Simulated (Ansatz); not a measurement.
Cell of (CdSe)4/(CdTe)8 zinc blende (001) superlattice on CdSe (CdSe held in this type, which need not be the stable form), with its geometry taken from a PBE run:

```xyz
24
Lattice="4.3817 0.0000 0.0000 0.0000 4.3817 0.0000 0.0000 0.0000 40.9886" Properties=species:S:1:pos:R:3 pbc="T T T"
Cd     0.0000     0.0000     0.1451
Se     2.1908     0.0000     1.7049
Cd     2.1908     2.1908     3.2620
Se     0.0000     2.1908     4.8102
Cd     0.0000     0.0000     6.3558
Se     2.1908     0.0000     7.9015
Cd     2.1908     2.1908     9.4497
Se     0.0000     2.1908    11.0068
Cd     0.0000     0.0000    12.5666
Te     2.1908     0.0000    14.3511
Cd     2.1908     2.1908    16.1331
Te     0.0000     2.1908    17.9194
Cd     0.0000     0.0000    19.7054
Te     2.1908     0.0000    21.4918
Cd     2.1908     2.1908    23.2780
Te     0.0000     2.1908    25.0641
Cd     0.0000     0.0000    26.8501
Te     2.1908     0.0000    28.6361
Cd     2.1908     2.1908    30.4223
Te     0.0000     2.1908    32.2084
Cd     0.0000     0.0000    33.9948
Te     2.1908     0.0000    35.7809
Cd     2.1908     2.1908    37.5671
Te     0.0000     2.1908    39.3491
```

These are r2SCAN (plane waves to 500 eV, PAW; Ansatz, a program for electronic structure) values and carry that method's errors. Scalar-relativistic, without spin–orbit coupling. Its k-point mesh 6×6×1, Fermi–Dirac width 0.01 eV.

Problem. Give the plane-averaged electrostatic potential energy of an electron along the normal (the smooth PAW potential), about its mean over the cell.

Solution. (z (Å), V (eV)): (0.000, -1.27); (0.410, -1.07); (0.956, -0.36); (1.366, -0.01); (1.776, 0.12); (2.323, -0.27); (2.733, -0.44); (3.279, -1.33); (3.689, -0.67); (4.099, -0.40); (4.645, 0.07); (5.055, 0.02); (5.465, -0.38); (6.012, -0.86); (6.422, -1.32); (6.831, -0.58); (7.378, -0.23); (7.788, 0.08); (8.198, 0.00); (8.744, -0.39); (9.154, -0.96); (9.701, -1.04); (10.111, -0.33); (10.520, -0.13); (11.067, 0.12); (11.477, -0.12); (11.887, -0.35); (12.433, -1.30); (12.843, -1.01); (13.253, 0.03); (13.799, 0.17); (14.209, 2.53); (14.756, 0.90); (15.166, -0.09); (15.576, -0.29); (16.122, -1.43); (16.532, -0.73); (16.942, 0.07); (17.488, 0.73); (17.898, 2.84); (18.308, 0.99); (18.855, 0.04); (19.265, -0.61); (19.675, -1.43); (20.221, -0.40); (20.631, -0.03); (21.177, 1.49); (21.587, 2.69); (21.997, 0.34); (22.544, 0.05); (22.954, -0.94); (23.363, -1.39); (23.910, -0.10); (24.320, -0.12); (24.730, 1.35); (25.276, 2.15); (25.686, -0.03); (26.096, 0.06); (26.643, -1.21); (27.052, -1.22); (27.599, 0.06); (28.009, -0.04); (28.419, 2.12); (28.965, 1.39); (29.375, -0.12); (29.785, -0.09); (30.332, -1.39); (30.741, -0.95); (31.151, 0.05); (31.698, 0.32); (32.108, 2.68); (32.654, 0.65); (33.064, -0.03); (33.474, -0.39); (34.021, -1.43); (34.430, -0.63); (34.840, 0.05); (35.387, 0.96); (35.797, 2.84); (36.207, 0.77); (36.753, 0.07); (37.163, -0.72); (37.573, -1.43); (38.119, -0.31); (38.529, -0.08); (39.076, 1.77); (39.486, 2.55); (39.896, 0.19); (40.442, 0.04); (40.852, -0.99)
